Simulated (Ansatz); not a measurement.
Results of r²SCAN (PAW; Ansatz, a first-principles code) for Zn3GaNO3 (model structure, P3m1, No. 156, 8 atoms in the cell).

Run with plane-wave cutoff 560 eV, 18×18×6 k mesh (along the axes of the cell as run), Fermi–Dirac smearing 0.05 eV, scalar-relativistic PAW data made under PBE.

Cell (relaxed at this level):

```
CELL_PARAMETERS angstrom
      3.25924     0.00000     0.00000
     -1.62962     2.82258     0.00000
      0.00000     0.00000    10.34975
ATOMIC_POSITIONS crystal
  Ga 0.33333 0.66667 0.01233
  N  0.33333 0.66667 0.18785
  Zn 0.66667 0.33333 0.24587
  O  0.66667 0.33333 0.44587
  Zn 0.33333 0.66667 0.49130
  O  0.33333 0.66667 0.69190
  Zn 0.66667 0.33333 0.73581
  O  0.66667 0.33333 0.93876
```

Q: What does this level give for the bulk modulus?

A: 
- bulk modulus: 145 GPa

The run finds no gap.

Note: the bulk modulus is −V dP/dV from two relaxed cells at ±2 % in volume; the relaxation could raise the start's symmetry but not lower it, so the cell can be a saddle point.

Static lattice: no zero-point or thermal effects.

Computing time: very roughly 18 core-minutes.

A model structure was made by putting elements into a prototype or built by hand; it is no filed structure, need not be a known phase, and can be a saddle point held by its symmetry.
